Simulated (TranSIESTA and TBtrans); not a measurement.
# Na chain with one bond stretched by 2.0 Å

Junction: Na chain with one bond stretched by 2.0 Å. Leads: straight Na chain, spacing 3.135 Å. Geometry: as built, not relaxed.

TranSIESTA and TBtrans, PBE, DZ numerical orbitals (energy shift 0.15 eV), PseudoDojo norm-conserving scalar-relativistic potentials, mesh cutoff 200 Ry, 300 K, no spin polarisation, no spin-orbit coupling; self-consistent non-equilibrium Green functions.

Conductance at 300 K (G0 = 2e²/h): 0.53
Mean T from −0.5 to 0.5 eV: 0.49

Energies count from the leads' Fermi level. Transmissions are for one spin of a degenerate pair. The energy step is 0.01 eV; narrower resonances are cut or missed.

| E (eV) | T | lead channels |
|---|---|---|
| -1.95 | 0 | 0 |
| -1.80 | 0 | 0 |
| -1.65 | 0 | 0 |
| -1.50 | 0 | 0 |
| -1.35 | 0 | 0 |
| -1.20 | 0 | 0 |
| -1.05 | 0 | 0 |
| -0.90 | 0.11 | 1 |
| -0.75 | 0.19 | 1 |
| -0.60 | 0.26 | 1 |
| -0.45 | 0.35 | 1 |
| -0.30 | 0.43 | 1 |
| -0.15 | 0.50 | 1 |
| 0.00 | 0.53 | 1 |
| 0.15 | 0.54 | 1 |
| 0.30 | 0.53 | 1 |
| 0.45 | 0.51 | 1 |
| 0.60 | 0.50 | 1 |
| 0.75 | 0.48 | 1 |
| 0.90 | 0.47 | 1 |
| 1.05 | 0.46 | 1 |
| 1.20 | 0.45 | 1 |
| 1.35 | 0.43 | 1 |
| 1.50 | 0.41 | 1 |
| 1.65 | 0.39 | 1 |
| 1.80 | 0.36 | 1 |
| 1.95 | 0.32 | 1 |

The straight chain is held at its spacing; free chains may zigzag or dimerise. No spin-polarised start was tried, so a magnetic state, if there is one, is missed.
